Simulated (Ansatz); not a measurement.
Take Sr4P2O (space group I4/mmm, No. 139; a = 4.760 Å, c = 15.818 Å; a cell from a computed database, its experimental status unchecked) as the base.

The values are results of PBEsol, PAW, 420 eV (Ansatz, a quantum-chemistry and plane-wave program; no SOC), not measurements.

Before the change:

| Quantity | Value |
|---|---|
| c/a ratio | 3.323 |
| Volume per atom | 25.60 Å³ |

One thing is altered: full substitution P → As; the structure is relaxed again.

Q: How does this affect the c/a ratio?

A: The c/a ratio grows by 0.047 (3.323 → 3.370).

Q: Estimate the effect on the volume per atom.

A: The volume per atom rises by 1.09 Å³ (25.60 Å³ → 26.69 Å³).

Whether these cells are dynamically stable was not tested. For Sr4As2O in this form, whether it has been made was not checked.
